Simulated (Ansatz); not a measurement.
InP under load (space group P6_3mc), r2SCAN with spin-orbit coupling, rigid bands in Ansatz (a program for electronic structure). Condition of this run: uniaxial stress along c of -4 GPa (compression positive) (the target of the relaxation). Band gap 0.84 eV, N_c = 5.85e17 cm⁻³ and N_v = 1.26e19 cm⁻³ at 300 K, conductivity masses along z (a = (4.12, 0.00, 0.00) Å; b = (-2.06, 3.57, 0.00) Å; c = (0.00, 0.00, 7.06) Å) of 0.0692 mₑ (electrons) and 1.18 mₑ (holes). Take k_BT = 0.02585 eV.

### Question
What thermal injection velocity √(2k_BT/πm) limits a ballistic channel along the direction named?

### Answer
2.05e7 cm/s for electrons and 4.95e6 cm/s for holes, a ratio of √(m_h/m_e) = 4.13, for dilute carriers.

### Question
A film of it is 5 nm thick, with its normal along the direction named. Estimate the confinement energies in an infinite well.

### Answer
ħ²π²/(2m t²) = 0.376 eV·nm²/(m/mₑ × t²) gives 217 meV for electrons and 12.7 meV for holes, so the gap would widen to about 1.07 eV. Finite barriers and nonparabolic bands lower this, and with several valleys or bands the heaviest mass along the normal sets the lowest level, not this average.

### Question
Find the intrinsic carrier density and the intrinsic Fermi level.

### Answer
n_i = √(N_c N_v) exp(−E_g/2k_BT) = 2.71e18 × exp(−16.25) = 2.4e11 cm⁻³. The level lies (k_BT/2) ln(N_v/N_c) = 40 meV from mid-gap (positive towards the conduction band). Each 0.1 eV added to the gap lowers n_i by a factor of 6.9.

Rigid bands with the computed gap; masses take one relaxation time for all states. Geometry: cell and atoms relaxed with PBEsol.
